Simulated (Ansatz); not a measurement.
Start from KMgF₃ in the cubic perovskite structure (space group Pm-3m, No. 221; a = 3.991 Å).

Level of theory: PBEsol (Ansatz, a program for electronic structure; PAW; 420 eV plane waves; no spin-orbit coupling).

For the base:

- Width of the top valence band = 0.57 eV

Perturbation: the cell is scaled by 1.0180 in all directions, atoms relaxed at fixed cell.

Q: What does the calculation give for the width of the top valence band and energy relative to the base after the change?

A: The width of the top valence band decreases by 0.044 eV (0.57 eV → 0.52 eV); the energy rises by 7.9 meV/atom.

The levels and masses belong to the bands next to the band gap. The cells carry an imposed strain or load. No phonon test of stability was made.
